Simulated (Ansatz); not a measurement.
# Ti: response to strain

Consider Ti in the hcp (Mg type) structure (space group P6_3/mmc, No. 194; a = 2.902 Å, c = 4.593 Å; relaxed with 0.1 eV smearing). Axes: x lies along a and z along c of the hexagonal cell.

Strains are applied to the cell and any free atomic positions relax; under biaxial strain the out-of-plane vector relaxes too.

All numbers come from Kohn–Sham DFT with the PBEsol functional, run in Ansatz (a first-principles code) with PAW and 420 eV plane waves, spin-orbit coupling left out.

Candidates:
(a) biaxial strain −2.00 %, plane normal [001], relaxed out of plane
(b) biaxial strain −3.00 %, plane normal [001], relaxed out of plane
(c) biaxial strain +0.50 %, plane normal [001], relaxed out of plane

Question: Order them by out-of-plane strain, highest first.

Answer: (b) biaxial strain −3.00 %, plane normal [001], relaxed out of plane (+2.71 %), (a) biaxial strain −2.00 %, plane normal [001], relaxed out of plane (+1.75 %), (c) biaxial strain +0.50 %, plane normal [001], relaxed out of plane (-0.41 %)

Stability against distortions was not tested. All final runs are without spin polarisation.
